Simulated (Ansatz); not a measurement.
Consider Ta in the bcc (W type) structure (space group Im-3m, No. 229; a = 3.320 Å; relaxed with 0.1 eV smearing). Axes: x, y, z lie along the cube axes.

Level of theory: PBE (Ansatz, a quantum-chemistry and plane-wave program; PAW; 420 eV plane waves; no SOC).

Perturbation: the cell is scaled by 0.9850 in all directions; the atoms relax in the strained cell.

Q: Predict the stress tensor and what it implies for the stiffness.

A: Stress of the strained cell less that of the base (GPa, compression positive):
```
    9.6     0.0     0.0
    0.0     9.6     0.0
    0.0     0.0     9.6
```

Then B = −ΔP/(ΔV/V₀) with ΔV/V₀ = -0.0443 gives secant stiffness values (nonlinear terms included at this strain): B ≈ 216 GPa.

As a check, the harmonic strain energy −½ V₀ Δσ:ε is 25 meV/atom; the computed energy rise is 23 meV/atom.

Whether these cells are dynamically stable was not tested. All final runs are without spin polarisation.
